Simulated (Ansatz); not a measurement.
## Point defect Zn on the Nb site (Zn_Nb) in ferroelectric LiNbO3

Method: PBE, PAW (plane waves to 420 eV; Ansatz, a program for electronic structure). The supercell holds 120 host sites (2×2×1 repeats of the unit cell), with a 2×2×2 Γ-centred k-point sampling for the final energies. Site at the start: the Nb site. Energies of charged states are corrected for periodic images (point charge plus alignment at distant sites). Dielectric constants: PBE linear response of the host. Host gap at this level: 3.53 eV. Finite-size and sampling errors can reach tenths of an eV here. Levels are measured in PBE's own, too narrow, gap. Spin–orbit coupling is left out. Each state is the lowest found from its start.

Formation energies E_f are given with the Fermi level at the valence-band maximum. Chemical conditions: O-rich (Δμ(Nb) = -10.05 eV, Δμ(Zn) = -2.85 eV, bounded by Li2O2 (P6_3/mmc), wurtzite ZnO; only phases computed here count, gases as isolated molecules at 0 K). Reference phases: Nb: bcc Nb, Zn: hcp Zn.

Charges from +1 to −3 were run; one beyond them could lie lower near a band edge.

| charge | moment (μB) | point group | largest move off a lattice site (Å) | image correction with alignment (eV) | E_f, O-rich (eV) | above the lowest spin state (eV) |
|---|---|---|---|---|---|---|
| +1† | not spin-polarised | – | 0.14 | -0.15 | – | 0.00 |
| 0 | 3.0 | C1 | 0.24 | 0.00 | 3.52 | 0.00 |
| −1 | 2.0 | C3 | 0.13 | 0.18 | 3.73 | 0.00 |
| −1† | not spin-polarised | – | 0.15 | 0.18 | – | 0.29 |
| −2 | 1.0 | C1 | 0.18 | 0.38 | 4.20 | 0.00 |
| −3 | not spin-polarised | C3 | 0.22 | 0.61 | 4.68 | 0.00 |

† Not settled in this cell, so no level is given: charge +1: level within 0.1 eV of a band edge or past it.

Point groups are those of the whole cell at tolerances of 0.03 and 0.1 Å ("near" where only the looser one holds); none is given for unsettled states.

Starting moments that weren't kept: charge 0 began with 1 μB and ended with 3.0.

Transition levels above the valence-band maximum: ε(0/−1) = 0.21 eV; ε(−1/−2) = 0.47 eV; ε(−2/−3) = 0.48 eV. On the lower envelope of the bound states, inside the gap: (0/−1) at 0.21 eV; (−1/−2) at 0.47 eV; (−2/−3) at 0.48 eV.

Flagged in the runs: a host whose relaxation on this sampling wasn't shown to rest, a strain field that reaches the edge of the cell.

All states together cost very roughly 16 core-hours.
